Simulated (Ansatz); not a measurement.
We consider TaAgO3 (Pm-3m, No. 221, 5 atoms in the cell; start mp-1187189), described by dielectric-dependent PBEsol hybrid (plane waves, PAW; Ansatz, a program for electronic structure).

Run with plane-wave cutoff 460 eV, 6×6×6 k mesh, Fermi–Dirac smearing 0.01 eV, no spin polarisation, scalar-relativistic PAW data made under PBE.

Cell (relaxed with PBEsol):

AgTaO3 is modelled in the cubic space group Pm-3m (No. 221), the cubic perovskite structure, Pearson symbol cP5. Lattice parameters: a = 3.951 Å, b = 3.951 Å, c = 3.951 Å, α = 90.00°, β = 90.00°, γ = 90.00°. Ta on 1a sees 6 O at 1.976 Å (octahedral). Ag on 1b is coordinated by 12 O at 2.794 Å (cuboctahedral). O on 3d sees 2 Ta at 1.976 Å and 4 Ag at 2.794 Å (octahedral). (Neighbours: up to the widest gap in distance over summed covalent radii, below 1.35, at either atom; cation-cation and far metal-metal contacts left out.)

**Question.** What does this level give for the band gap, smallest direct gap on the k points sampled and Γ–Γ gap?

**Answer.** 
- band gap: 3.05 eV (on the SCF k mesh)
- smallest direct gap on the k points sampled: 3.50 eV
- Γ–Γ gap: 4.18 eV

Note: cell and atoms aren't relaxed at this level (pressure -2.4 GPa).

Spin–orbit coupling is not included.

Cost on a shared machine: roughly 2.3 core-minutes.

A start named mp-… is a Materials Project structure, which need not be a measured phase.
